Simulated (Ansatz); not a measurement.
**A constructed model of the (0001) surface of hcp Os, a pseudomorphic layer of Mo in the host's stacking (bottom of the slab: a bare face, its two planes held)**

Method: PBE (plane waves to 420 eV, PAW; Ansatz, a quantum-chemistry and plane-wave program).

Model: 7-atom slab, 13.5 Å thick at the start, 16x16x1 mesh, Fermi-Dirac 0.1 eV, dipole correction, 2 atoms held, the rest relaxed; held to the start's symmetry, so lower structures may exist; no spin, no spin-orbit, no U. It is one candidate, not shown to be the stable structure of the face.

```
Quantity                                             Value
-----------------------------  ---------------------------
work function of the top face                      4.87 eV
energy released by relaxation                      0.55 eV
cost                           very roughly 4 core-minutes
```
